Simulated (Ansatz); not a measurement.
A user runs Ansatz (a program for electronic structure) on Rb₂LiInI₆ (Fm-3m, 10 atoms in the cell) and asks whether the run is sound. The aim is a self-consistent single point with DFT, PBE, plane waves, default PAW files.

Cell that was meant: a = 7.8432 Å, b = 7.8432 Å, c = 7.8432 Å, α = 60.00°, β = 60.00°, γ = 60.00°.

Part of the input:

Ansatz 0.2 input:
```yaml
    - { symbol: I, position_ang: [5.546013, 8.309037, 5.546013] }
    - { symbol: I, position_ang: [5.546013, 5.546013, 2.782989] }
    - { symbol: I, position_ang: [5.546013, 5.546013, 8.309037] }
basis:
  ecutrho_ratio: 2
kpoints:
  mp_grid:
    grid: [5, 5, 5]
```

Log, with long lists cut:

```
   [... lines left out ...]
Symmetry: 48 space group operations
Space group: Fm-3m (ITA 225), of the structure as read, at distance tolerance 7.0e-5 Å
k-points: 10 of 125
Initial density: superposition of atomic densities (neutral atoms: chi_scale 0, normalization atom), corrected by the library's trained network
Initial wavefunctions: pseudopotential atomic-orbital guess
Eigensolver: davidson
Functional: x = pbe(κ = 0.804, μ = 0.2195149727645171), c = pbe(β = 0.06672455060314922)
SCF iter   1: F=—  HF=-57423.699956 eV  |F-HF|=—  |Δ(HF+E_count)|=         —  Δρ=8.44e-4  dr2=2.96e-3  ethr=1.77e-3  ⟨swp⟩=7.6  Hψ=3606  notcnv=0  defer=51
all-band conjugate gradients solve this SCF's bands
preconditioner: auto → Resta (q_TF=auto, 2.341 Å⁻¹)
SCF iter   2: F=—  HF=-57423.698400 eV  |F-HF|=—  |Δ(HF+E_count)|=   1.56e-3  S|Δr|=    0.00e0  Δρ=5.10e-4  dr2=8.78e-4  ethr=2.18e-6  ⟨swp⟩=2.9  Hψ=1671  notcnv=0  defer=74
   [... lines left out ...]
SCF iter   4: F=—  HF=-57423.698774 eV  |F-HF|=—  |Δ(HF+E_count)|=   1.70e-4  S|Δr|=    0.00e0  Δρ=5.03e-5  dr2=7.30e-6  ethr=1.29e-7  ⟨swp⟩=2.0  Hψ=1041  notcnv=0  defer=74
SCF iter   5: F=—  HF=-57423.698665 eV  |F-HF|=—  |Δ(HF+E_count)|=   1.09e-4  S|Δr|=    0.00e0  Δρ=1.57e-5  dr2=1.40e-6  ethr=5.37e-9  ⟨swp⟩=2.0  Hψ=1421  notcnv=0  defer=74
SCF iter   6: F=-57423.698665 eV  HF=-57423.698665 eV  |F-HF|=6.12e-9  |Δ(HF+E_count)|=   1.42e-7  S|Δr|=    0.00e0  Δρ=3.72e-6  dr2=9.97e-8  ethr=7.35e-11  ⟨swp⟩=15.2  Hψ=5430  notcnv=0
SCF 1 converged in 6 iterations: F = -57423.698665 eV  dr2 = 9.97e-8
Stability not checked (fill_not_monotonic)
Free energy (F): -57423.698665 eV
Internal energy: -57423.698665 eV  (E = F + TS)
E sigma→0 (E₀):  -57423.698665 eV
Fermi energy:    6.376978 eV
--- Forces (eV/Å), atoms counted from 1 ---
  atom   1  Rb    -0.00000000     0.00000000     0.00000000
  atom   2  Rb    -0.00000000     0.00000000    -0.00000000
  atom   3  Li     0.00000000    -0.00000000     0.00000000
  atom   4  In     0.00000000     0.00000000     0.00000000
   [... lines left out ...]
  P = ⅓ Tr σ = 5.5587 GPa (55.587 kbar)
  The stress holds the Pulay correction, which leaves out the density cutoff's part. Without it, at fixed plane waves, as pw.x and ABINIT print it …
settings of this run that can trade accuracy for cost: basis.ecutrho_ratio < 4. Do not mix this run's numbers with those of runs without the same settings …
```

Problem. Is anything amiss in this input, and did it matter?

Solution. The results are close to the sound ones and would serve for rough work. The doubtful point is a density cutoff or grid that is too coarse. The charge density holds wave vectors up to twice those of the orbitals (four times the energy cutoff), and augmentation charges need more still. The run converged in 6 iterations without an error; against the sound input the free energy goes down by 1.1 meV/atom, the pressure moves little (5.55 to 5.56 GPa), the largest force stays at 0.536 eV/Å and the gap on the mesh stays at 0.576 eV. The full log also holds (shortened here): “WARN basis.ecutrho_ratio = 2 (ecutrho = 840 eV) is below the records' recommended cutoff”. At a fixed set of plane waves, without the program's Pulay estimate, the pressure is 5.54 GPa against 5.53 GPa.

An input that runs soundly differs in these lines (not the only fix; some lines may just follow from the change or write a value another way):
```diff
-basis:
-  ecutrho_ratio: 2
```

With that input, the run converged in 6 iterations: free energy E − TS (on the zero of these files) -57423.6879 eV; top of the valence band (on the code's own zero) 6.05 eV; gap on the k-point mesh 0.58 eV; pressure 5.55 GPa; largest force (vector length) 0.536 eV/Å (DFT, PBE, plane waves, default PAW files).

On the sound input: the starting cell was generated: these elements placed on a structure prototype, without a prior relaxation; it need not be a known phase or ordering of this composition. Its lattice was rescaled by a random factor within 2.5 % of one. Spin-orbit coupling is off. With a pressure of about 6 GPa the cell is away from its equilibrium volume at this level. Ansatz's pressure includes its estimate of the finite-basis (Pulay) stress.
